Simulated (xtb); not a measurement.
xtb 6.7.1, GFN2-xTB: Ba(Cl)2(tmeda) (C[N]1(C)CC[N](C)(C)->[Ba]<-1([Cl])[Cl]), 27 atoms. The geometry is a generated start, not checked to be a minimum at this level.

```yaml
run_flags: --grad
method: GFN2-xTB
"--acc": 1 (default)
"--etemp (K)": 300 (default)
basis_functions: 78
valence_electrons: 66
```

```xyz
27

Ba    -1.8729     1.1572     1.3359
Cl    -2.7230    -1.3978     1.5015
Cl    -0.4199     3.3307     0.7020
C     -2.0293    -0.6470    -1.8665
N     -0.9688     0.1449    -1.2527
C     -0.5687     1.2094    -2.1647
C      0.1571    -0.7361    -0.9467
C      1.2057    -0.1172    -0.0238
N      0.7991    -0.0324     1.3783
C      0.7990    -1.3493     2.0040
C      1.7315     0.8409     2.0825
H     -1.6757    -1.1615    -2.7707
H     -2.8626     0.0031    -2.1370
H     -2.3867    -1.3856    -1.1519
H     -0.0999     0.8063    -3.0736
H     -1.4465     1.7894    -2.4502
H      0.1240     1.8864    -1.6725
H     -0.2493    -1.6322    -0.4763
H      0.6603    -1.0358    -1.8819
H      1.4253     0.8966    -0.3608
H      2.1297    -0.7150    -0.1071
H      0.0084    -1.9647     1.5836
H      0.5986    -1.2426     3.0705
H      1.7647    -1.8573     1.8741
H      1.4695     0.8796     3.1411
H      1.6638     1.8471     1.6733
H      2.7668     0.4831     1.9896
```

One run each on 1 thread. Values of broydamp tried: 0.02, 0.05, 0.1, 0.2, 0.4 (default), 0.6, 0.8, 1.

**Question.** Which value of broydamp needs the fewest SCC iterations, and what happens away from it?

**Answer.** Fewest SCC iterations, within one of each other: 0.2 with 19, 0.4 (default) with 18, 0.6 with 18. The count rises to 28 at 0.02. All converge to one solution.

```json
[
 {"broydamp": "0.02", "SCC iterations": "28", "end": "same solution"},
 {"broydamp": "0.05", "SCC iterations": "24", "end": "same solution"},
 {"broydamp": "0.1", "SCC iterations": "21", "end": "same solution"},
 {"broydamp": "0.2", "SCC iterations": "19", "end": "same solution"},
 {"broydamp": "0.4 (default)", "SCC iterations": "18", "end": "same solution"},
 {"broydamp": "0.6", "SCC iterations": "18", "end": "same solution"},
 {"broydamp": "0.8", "SCC iterations": "21", "end": "same solution"},
 {"broydamp": "1", "SCC iterations": "24", "end": "same solution"}
]
```
